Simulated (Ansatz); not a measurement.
```yaml
crystal:
  lattice:
    - [2.60543, 1.50425, 4.55952]
    - [-2.60543, 1.50425, 4.55952]
    - [0.00000, -3.00849, 4.55952]
  atoms:
    - { symbol: Zn, position: [0.70482, 0.70482, 0.70482] }
    - { symbol: Zn, position: [0.20482, 0.20482, 0.20482] }
    - { symbol: Sn, position: [0.98624, 0.98624, 0.98624] }
    - { symbol: Sn, position: [0.48624, 0.48624, 0.48624] }
    - { symbol: O, position: [0.59285, 0.88480, 0.28100] }
    - { symbol: O, position: [0.88480, 0.28100, 0.59285] }
    - { symbol: O, position: [0.28100, 0.59285, 0.88480] }
    - { symbol: O, position: [0.78100, 0.38480, 0.09285] }
    - { symbol: O, position: [0.38480, 0.09285, 0.78100] }
    - { symbol: O, position: [0.09285, 0.78100, 0.38480] }
```

The cell was generated from a structure type, relaxed within its symmetry, and need not be the phase found at ambient conditions. Spin-orbit coupling is not included. The polar cell is relaxed at 10 GPa. The structure is held there; whether it is the stable one at that pressure was not tested.

Task: Give the diagonal Born effective charges atom by atom and the electronic dielectric tensor from linear response, PBEsol density-functional theory in Ansatz (plane waves, PAW).

Result: 
```
atom   Z*xx   Z*yy   Z*zz
----  -----  -----  -----
Zn1    2.37   2.37   2.16
Zn2    2.37   2.37   2.16
Sn3    4.21   4.21   4.20
Sn4    4.21   4.21   4.20
O5    -2.01  -2.37  -2.12
O6    -2.33  -2.06  -2.12
O7    -2.24  -2.15  -2.12
O8    -2.33  -2.06  -2.12
O9    -2.01  -2.37  -2.12
O10   -2.24  -2.15  -2.12
```

ε∞ diagonal: 4.80, 4.80, 4.58. The k mesh is 6×6×6. Away from Γ the polar cell without biaxial strain shows no imaginary mode on a 2×2×2 mesh.

The PAW data sets were generated under PBE and serve the other functionals too.

Ansatz is a quantum-chemistry and plane-wave program.
